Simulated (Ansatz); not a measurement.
**What biaxial strain −2.50 %, plane normal [111], relaxed out of plane does to Pt**

Consider Pt in the fcc (Cu type) structure (space group Fm-3m, No. 225; a = 3.895 Å; relaxed with 0.1 eV smearing). Axes: x, y, z lie along the cube axes.

Modification: biaxial strain −2.50 %, plane normal [111], relaxed out of plane (Cartesian); in-plane vectors clamped, the third vector and the atoms free.

The values are results of plane-wave PAW DFT at the LDA level (Ansatz, a first-principles code, 420 eV), no SOC, not measurements. k-mesh 29×29×29 (Γ-centred); smearing 0.1 eV (Fermi–Dirac).

- Volume per atom = 14.47 Å³ (base 14.78 Å³)
- Space group = R-3m (No. 166) (base Fm-3m (No. 225))
- Shortest interatomic distance = 2.686 Å (base 2.754 Å)
- Energy relative to the base (free energy F) = +25 meV/atom
- Pressure (mean of the normal stresses, compression positive) = 7.8 GPa (base 0.0 GPa)
- Band gap = zero (base zero)
- Out-of-plane strain = +3.01 %
- Ratio −ε⊥/ε∥ = 1.20
- Mean in-plane stress (compression positive) = +11.8 GPa

Final structure (turned so that z lies along the plane normal):

```
Pt
1.0
    2.68558     0.00000     0.00000
    1.34279     2.32578     0.00000
    1.34279    -0.77526     2.31662
Pt
1
Direct
  0.00000   0.00000   0.00000
```

No phonon test of stability was made. All final runs are without spin polarisation.
